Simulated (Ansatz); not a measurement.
System: cubic perovskite KMgF₃. Method: LDA in Ansatz (plane waves, PAW).

Run with plane-wave cutoff 520 eV, 6×6×6 k mesh, perturbation theory, scalar-relativistic PAW data made under PBE.

Computed at the level's own relaxed cell.

Harmonic phonon frequencies (cm⁻¹; i marks an imaginary mode; at Γ without the LO shift):

```csv
q point,frequencies
Γ,0 0 0 156 156 156 186 186 186 286 286 286 513 513 513
X,126 126 131 131 178 197 206 206 237 265 265 472 472 511 511
M,87 126 142 142 207 207 208 208 220 300 385 432 432 504 509
R,82 82 82 148 148 148 280 280 280 384 384 415 415 415 528
```

No imaginary mode appears at these points.

Ansatz is a quantum-chemistry and plane-wave program.
